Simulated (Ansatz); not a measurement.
Abridged Ansatz (a first-principles code) output:

```
Pseudopotential: Zr, paw, valence charge 12
Pseudopotential: Se, paw, valence charge 16
Pseudopotential: Ge, paw, valence charge 14
Crystal: 12 atoms, lattice volume = 274.313 Å³
Basis set: ecut = 420 eV, 5355 PW (Γ), exchange–correlation on 80×100×90 points (8 copies of the dense FFT grid, shifted against one another)
Bands: 98, of which v1, the nominal top of the filled ones, is band 86 counted from 1 (85 counted from 0)
Symmetry: 4 space group operations
k-points: 136 of 448
Functional: x = pbe(κ = 0.804, μ = 0.2195149727645171), c = pbe(β = 0.06672455060314922)
SCF iter   1: F=—  HF=-58154.899316 eV  |F-HF|=—  |Δ(HF+E_count)|=         —  Δρ=3.23e-3  dr2=5.08e-2  ethr=1.77e-3  ⟨swp⟩=5.2  Hψ=48147  notcnv=0  defer=86
SCF iter   2: F=—  HF=-58154.893794 eV  |F-HF|=—  |Δ(HF+E_count)|=   5.52e-3  Δρ=1.88e-3  dr2=1.61e-2  ethr=2.95e-5  ⟨swp⟩=1.0  Hψ=15647  notcnv=0  defer=194
SCF 1 converged in 11 iterations: F = -58154.891495 eV  dr2 = 6.59e-10
SCF converged after 11 iterations
Free energy (F): -58154.891495 eV
Internal energy: -58154.829768 eV  (E = F + TS)
E sigma→0 (E₀):  -58154.860632 eV
Entropy (-TS):   -0.061728 eV (-5.144 meV/atom)
Fermi energy:    10.528785 eV
  E_disp       = -5.001604  (pairwise vdW)
--- Forces (eV/Å), atoms counted from 1 ---
  atom   1  Zr     0.00052731     0.00000000    -0.00078753
  atom   2  Zr    -0.00052731     0.00000000     0.00078753
  atom   3  Zr     0.00000000     0.00000000     0.00000000
  atom   4  Zr     0.00000000     0.00000000     0.00000000
  atom   5  Se     0.00120039     0.00000000     0.00046773
  atom   6  Ge     0.00098100     0.00000000    -0.00168662
  atom   7  Se     0.00138597     0.00089400     0.00078303
  atom   8  Se     0.00138597    -0.00089400     0.00078303
  atom   9  Se    -0.00138597    -0.00089400    -0.00078303
  atom  10  Se    -0.00138597     0.00089400    -0.00078303
  atom  11  Se    -0.00120039     0.00000000    -0.00046773
  atom  12  Ge    -0.00098100     0.00000000     0.00168662
--- Stress (GPa, compression-positive) ---
       -0.013308       0.000000      -0.001539
        0.000000      -0.010740       0.000000
       -0.001539       0.000000      -0.008085
  P = ⅓ Tr σ = -0.0107 GPa (-0.107 kbar)
```

What was computed, and what are the main results?

Zr2GeSe3, 12 atoms in the cell, with PBE-D3(BJ) (Ansatz), no spin-orbit coupling. The last SCF converged to F = -58154.891495 eV, or -4846.2410 eV per atom, at a pressure of -0.01 GPa. The total energy compares only with runs of the same code, potentials and settings.

These are small ordered cells, not random alloys; other orderings at the same x differ. No phonon test of stability was made. The final runs are not spin-polarised. The cell was made from ZrSe2 by this change: x(Ge) = 0.25, 12 atoms, P2_1/m. Zr2GeSe3 has a high density of states at the Fermi level and may be magnetic at this level. The program warned that a D3 coordination switch lies within reach, so dispersion energies are less smooth here.
